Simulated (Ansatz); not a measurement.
Results of r²SCAN (Ansatz, a quantum-chemistry and plane-wave program, PAW) for SrGaHO2 (model structure, started from the SrVO2H type, P4/mmm, No. 123, 5 atoms in the cell).

Numerical settings: plane-wave cutoff 560 eV, 8×8×10 k mesh (along the axes of the cell as run), Fermi–Dirac smearing 0.01 eV, scalar-relativistic PAW data made under PBE.

Cell (relaxed with PBEsol):

```yaml
crystal:
  lattice:
    - [3.93655, 0.00000, 0.00000]
    - [0.00000, 3.93655, 0.00000]
    - [0.00000, 0.00000, 3.58103]
  atoms:
    - { symbol: Sr, position: [0.50000, 0.50000, 0.50000] }
    - { symbol: Ga, position: [0.00000, 0.00000, 0.00000] }
    - { symbol: O, position: [0.50000, 0.00000, 0.00000] }
    - { symbol: O, position: [0.00000, 0.50000, 0.00000] }
    - { symbol: H, position: [0.00000, 0.00000, 0.50000] }
```

Question: Predict the band gap, smallest direct gap on the k points sampled and direct gap at Γ.

Answer: 
- band gap = 1.53 eV
- smallest direct gap on the k points sampled = 1.67 eV
- direct gap at Γ = 6.24 eV

Note: the relaxation could raise the start's symmetry but not lower it, so the cell can be a saddle point; cell and atoms aren't relaxed at this level (pressure 0.8 GPa).

Spin–orbit coupling is not included.

Static lattice: no zero-point or thermal effects.

The result took about 25 core-seconds (a rough figure).

A model structure was made by putting elements into a prototype or built by hand; it is no filed structure, need not be a known phase, and can be a saddle point held by its symmetry.
